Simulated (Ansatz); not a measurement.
The starting structures come from a database of crystals and need not be the phases stable at ambient conditions.

Here is the system:

```yaml
crystal:
  lattice:
    - [6.83308, -0.05645, 0.28925]
    - [1.06995, 6.74336, -0.01919]
    - [-3.15050, -1.53901, 5.24888]
  atoms:
    - { symbol: Sn, position: [0.33108, 0.00000, 0.66554] }
    - { symbol: Sn, position: [0.66892, 0.00000, 0.33446] }
    - { symbol: P, position: [0.00000, 0.82657, 0.94377] }
    - { symbol: P, position: [0.00000, 0.17343, 0.05623] }
    - { symbol: S, position: [0.00000, 0.74954, 0.23494] }
    - { symbol: S, position: [0.00000, 0.25046, 0.76506] }
    - { symbol: S, position: [0.71975, 0.72661, 0.62644] }
    - { symbol: S, position: [0.28025, 0.27339, 0.37356] }
    - { symbol: S, position: [0.71975, 0.27339, 0.09331] }
    - { symbol: S, position: [0.28025, 0.72661, 0.90669] }
```

Space group of this cell: C2/m. The cell was relaxed by PBE-D3(BJ).

Transport runs along the normal of the first two printed cell vectors.

The gap is the functional's own. No spin-orbit coupling. Mid-gap values are interpolated on the energy grid.

**Question.** Predict the band gap and the smallest decay constant κ at mid-gap from PBEsol in Ansatz (a quantum-chemistry and plane-wave program).

**Answer.** Gap 0.78 eV on a 6×6×6 mesh; κ = 0.167 1/Å, at (-0.333, 0.167) of the in-plane reciprocal vectors. At the zone centre, at the nearest computed energy, the slowest state has κ = 0.22 1/Å.
